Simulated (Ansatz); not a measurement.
Band structure of Mo₃Os (Pm-3n, 8 atoms in the cell).

```yaml
crystal:
  lattice:
    - [4.97629, 0.00000, 0.00000]
    - [0.00000, 4.97629, 0.00000]
    - [0.00000, 0.00000, 4.97629]
  atoms:
    - { symbol: Mo, position: [0.25000, 0.00000, 0.50000] }
    - { symbol: Mo, position: [0.75000, 0.00000, 0.50000] }
    - { symbol: Mo, position: [0.50000, 0.75000, 0.00000] }
    - { symbol: Mo, position: [0.50000, 0.25000, 0.00000] }
    - { symbol: Mo, position: [0.00000, 0.50000, 0.75000] }
    - { symbol: Mo, position: [0.00000, 0.50000, 0.25000] }
    - { symbol: Os, position: [0.00000, 0.00000, 0.00000] }
    - { symbol: Os, position: [0.50000, 0.50000, 0.50000] }
```

Computed with LDA (PW92), PAW files made with PBE (plane waves; Ansatz, a first-principles code).

Settings: basis.ecutwfc = 420 eV; kpoints.mp_grid.grid = 5 5 5; hamiltonian.xc = lda; hamiltonian.pseudopotentials = {kind: paw} (the program's default PAW files); scf.occupations.method = gaussian; scf.occupations.width = 0.2 eV; kpoints.band_path.npoints = 8.

The starting cell comes from a database of computed structures (which also holds hypothetical and non-ambient phases and stackings), without a prior relaxation at this level. Spin-orbit coupling is off. Spin polarisation is off.

Levels in eV from the Fermi level, bands 55 to 62:
```json
[
 {"point": "Γ", "55": "-1.38", "56": "-1.38", "57": "-1.38", "58": "0.51", "59": "0.51", "60": "0.51", "61": "0.56", "62": "0.56"},
 {"point": "X", "55": "-0.98", "56": "-0.98", "57": "-0.18", "58": "-0.18", "59": "-0.12", "60": "-0.12", "61": "0.22", "62": "0.22"},
 {"point": "M", "55": "-1.18", "56": "-0.36", "57": "-0.36", "58": "-0.02", "59": "0.26", "60": "0.78", "61": "0.80", "62": "0.87"},
 {"point": "R", "55": "-1.28", "56": "-1.28", "57": "0.58", "58": "0.58", "59": "0.58", "60": "0.58", "61": "0.58", "62": "0.58"}
]
```

Bands cross the Fermi level along this path, so the cell is metallic at this level.

Keys are those of Ansatz 0.2.
